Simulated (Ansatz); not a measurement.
System: NiAs-type NiSb. Method: PBEsol (Ansatz, a quantum-chemistry and plane-wave program, PAW).

Run with plane-wave cutoff 520 eV, 12×12×8 k mesh (along the axes of the cell as run), Fermi–Dirac smearing 0.1 eV, perturbation theory, force constants from a 6×6×2 q mesh, no spin polarisation, scalar-relativistic PAW data made under PBE.

Computed at the level's own relaxed cell. Harmonic vibrational thermodynamics at fixed volume:

| T (K) | S_vib (J/K per mol of atoms) | C_V (J/K per mol of atoms) | F_vib (eV/atom) |
|---|---|---|---|
| 0 | 0.00 | 0.00 | 0.0284 |
| 300 | … | … | … |
| 600 | … | … | … |
| 700 | … | … | … |
| 800 | … | … | … |
| 900 | … | … | … |
| 1000 | … | … | … |

### Question
What belongs in the gaps?

### Answer

- 300, S_vib (J/K per mol of atoms): 35.11
- 300, C_V (J/K per mol of atoms): 23.74
- 300, F_vib (eV/atom): -0.0278
- 600, S_vib (J/K per mol of atoms): 51.94
- 600, C_V (J/K per mol of atoms): 24.63
- 600, F_vib (eV/atom): -0.1660
- 700, S_vib (J/K per mol of atoms): 55.75
- 700, C_V (J/K per mol of atoms): 24.71
- 700, F_vib (eV/atom): -0.2218
- 800, S_vib (J/K per mol of atoms): 59.05
- 800, C_V (J/K per mol of atoms): 24.77
- 800, F_vib (eV/atom): -0.2814
- 900, S_vib (J/K per mol of atoms): 61.97
- 900, C_V (J/K per mol of atoms): 24.80
- 900, F_vib (eV/atom): -0.3441
- 1000, S_vib (J/K per mol of atoms): 64.59
- 1000, C_V (J/K per mol of atoms): 24.83
- 1000, F_vib (eV/atom): -0.4097

The crystal is taken as a harmonic solid at every temperature: melting, phase changes and thermal expansion are not seen, nor the electrons' share in a metal.
